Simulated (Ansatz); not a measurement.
A relaxation of cell and atoms of SrTl2Pd (Cmcm, 8 atoms in the cell) with Ansatz (a first-principles code).

Level of theory: PBEsol, default PAW files made with PBE (plane waves; Ansatz).

```yaml
crystal:
  lattice:
    - [2.24800, -5.50400, 0.00000]
    - [2.24800, 5.50400, 0.00000]
    - [0.00000, 0.00000, 8.14800]
  atoms:
    - { symbol: Tl, position: [0.85325, 0.14675, 0.55158] }
    - { symbol: Tl, position: [0.14675, 0.85325, 0.05158] }
    - { symbol: Tl, position: [0.14675, 0.85325, 0.44842] }
    - { symbol: Tl, position: [0.85325, 0.14675, 0.94842] }
    - { symbol: Pd, position: [0.71831, 0.28169, 0.25000] }
    - { symbol: Pd, position: [0.28169, 0.71831, 0.75000] }
    - { symbol: Sr, position: [0.56516, 0.43484, 0.75000] }
    - { symbol: Sr, position: [0.43484, 0.56516, 0.25000] }
```

Reference input (self-consistent single point, DFT, PBEsol, plane waves, default PAW files made with PBE): basis.ecutwfc = 420 eV; kpoints.mp_grid.grid = 6 6 3; hamiltonian.xc = pbesol; hamiltonian.pseudopotentials = {kind: paw} (the program's default PAW files); scf.occupations.method = cold; scf.occupations.width = 0.1 eV. This run's input differs from it in these lines:

Ansatz 0.2 input:
```diff
@@ -15,3 +15,3 @@
 basis:
-  ecutwfc: 420.0
+  ecutwfc: 250.0
 kpoints:
@@ -23,2 +23,4 @@
   occupations: { method: cold, width: 0.1 }
+relax:
+  cell: {}
 output:
```

Output, abridged:

```
   [... SCF lines of the steps left out ...]
relax step   1: F+E_penalty+E_count = -65977.62898077 eV  Δ(F+E_penalty+E_count) = +0.000e0 eV  max|allowed force component| = 1.477e-1 eV/Å  Δτ_max = 0.0000 Å  P = +0.657 GPa  Ω = 201.630 Å³  (8 SCF iters, dr2 threshold 1.00e-7 eV, accepted)
relax step   2: F+E_penalty+E_count = -65977.07723830 eV  Δ(F+E_penalty+E_count) = +5.517e-1 eV  max|allowed force component| = 5.654e-2 eV/Å  Δτ_max = 0.0391 Å  P = -2.548 GPa  Ω = 203.962 Å³  energy of the carried Pulay correction = -5.283e-1 eV  [...]
   [... lines left out ...]
relax step  89: F+E_penalty+E_count = -65977.69314322 eV  Δ(F+E_penalty+E_count) = -8.229e-4 eV  max|allowed force component| = 4.423e-4 eV/Å  Δτ_max = 0.0004 Å  P = -0.001 GPa  Ω = 202.311 Å³  energy of the carried Pulay correction = +8.095e-4 eV  [...]
relax step  90: F+E_penalty+E_count = -65977.68743327 eV  Δ(F+E_penalty+E_count) = +5.710e-3 eV  max|allowed force component| = 6.495e-4 eV/Å  Δτ_max = 0.0000 Å  P = -0.005 GPa  Ω = 202.311 Å³  stress off target by 4.88e-2 GPa  SCF on the basis [...]
basis re-selected at this cell: Δ(F+E_penalty+E_count) = +5.710e-3 eV, ΔP = -0.005 GPa vs the last step
the relaxation is at rest under the 8 symmetry operations that the run kept from its start: a minimum is not shown …
Stability not checked (fill_not_monotonic)
Free energy (F): -65977.687433 eV
Internal energy: -65977.678598 eV  (E = F + TS)
   [... lines left out ...]
Fermi energy:    11.825756 eV
  cell:  # Å, volume = 202.3113 Å³
   [... lines left out ...]
    - { symbol: Tl, position: [0.854867395206549, 0.14513260479345103, 0.9503289131226742] }
    - { symbol: Pd, position: [0.7190198247505039, 0.28098017524949614, 0.25] }
    - { symbol: Pd, position: [0.28098017524949614, 0.7190198247505039, 0.7500000000000001] }
    - { symbol: Sr, position: [0.5650762180128478, 0.4349237819871522, 0.7500000000000001] }
    - { symbol: Sr, position: [0.4349237819871522, 0.5650762180128478, 0.25] }
```

The run converged. 

Summary of the result:
```
Quantity                                                                                              Result
-----------------------------------------------  -----------------------------------------------------------
Free energy E − TS (on the zero of these files)                                               -65977.6874 eV
Fermi level (on the code's own zero)                                                                11.83 eV
Pressure                                                                                           -0.01 GPa
Final cell                                       a = b = 5.8815 Å, c = 8.4019 Å, α = β = 90.00°, γ = 135.89°
Final volume per atom                                                                               25.29 Å³
Relaxation steps                                                                                          90
```

The starting cell comes from a database of published, mostly measured structures (it also holds non-ambient and calculated ones), without a prior relaxation at this level. Spin polarisation is off. The relaxation keeps the symmetry of its start, so its end need not be a minimum. Ansatz's pressure includes its estimate of the finite-basis (Pulay) stress. Without the estimate this run gives -35.91 GPa. The cutoff lies below the one recommended for these files.

Cost on one core of a shared machine: roughly 8 min.
